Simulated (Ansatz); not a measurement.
Abridged Ansatz (a first-principles code) output:

```
Relaxation: its limit of steps is 50 (relax.max_steps)
Pseudopotential: Nb, paw, valence charge 13
Crystal: 1 atoms, lattice volume = 17.529 Å³
Basis set: ecut = 420 eV, 337 PW (Γ), exchange–correlation on 40×40×40 points (8 copies of the dense FFT grid, shifted against one another)
Bands: 11, of which v1, the nominal top of the filled ones, is band 7 counted from 1 (6 counted from 0)
Symmetry: 8 space group operations
k-points: 3060 of 21952
Functional: x = pbesol(κ = 0.804, μ = 0.12345679012345678), c = pbesol(β = 0.046)
SCF iter   1: F=—  HF=-4495.479028 eV  |F-HF|=—  |Δ(HF+E_count)|=         —  Δρ=5.94e-3  dr2=5.13e-3  ethr=1.77e-3  ⟨swp⟩=5.0  Hψ=195634  notcnv=0
SCF iter   2: F=—  HF=-4495.477230 eV  |F-HF|=—  |Δ(HF+E_count)|=   1.80e-3  Δρ=1.95e-3  dr2=2.38e-4  ethr=3.95e-5  ⟨swp⟩=2.2  Hψ=71966  notcnv=0
SCF 1 converged in 6 iterations: F = -4495.477189 eV  dr2 = 3.60e-11
relax step   1: F+E_penalty+E_count = -4495.47718878 eV  Δ(F+E_penalty+E_count) = +0.000e0 eV  max|allowed force component| = 0.000e0 eV/Å  Δτ_max = 0.0000 Å  (6 SCF iters, accepted)
SCF converged after 6 iterations
Free energy (F): -4495.477189 eV
Internal energy: -4495.430334 eV  (E = F + TS)
E sigma→0 (E₀):  -4495.453761 eV
Entropy (-TS):   -0.046855 eV (-46.855 meV/atom)
Fermi energy:    18.222371 eV
--- Forces (eV/Å), atoms counted from 1 ---
  atom   1  Nb    -0.00000000     0.00000000     0.00000000
--- Stress (GPa, compression-positive) ---
       -0.001154      -0.161418       0.000000
       -0.161418      -0.001154      -0.000000
        0.000000       0.000000       0.020285
  P = ⅓ Tr σ = 0.0060 GPa (0.060 kbar)
--- Relaxed structure (1 steps of the walk, 1 accepted, 0 SCFs on fresh bases) ---
  atoms:
    - { symbol: Nb, position: [0.0, 0.0, 0.0] }
```

Question: What was computed, and what are the main results?

Answer: Nb, 1 atom in the cell, with DFT with PBEsol, PAW potentials and a 420 eV plane-wave cutoff in Ansatz, no spin-orbit coupling. The last SCF converged to F = -4495.477189 eV, or -4495.4772 eV per atom, at a pressure of 0.01 GPa. The total energy compares only with runs of the same code, potentials and settings.

The cells carry an imposed strain or load. No phonon test of stability was made. The final runs are not spin-polarised. The cell was made from Nb in the bcc (W type) structure (space group Im-3m, No. 229) by this change: tensor shear ε_xy = +0.57 %.

Keys are those of Ansatz 0.2.
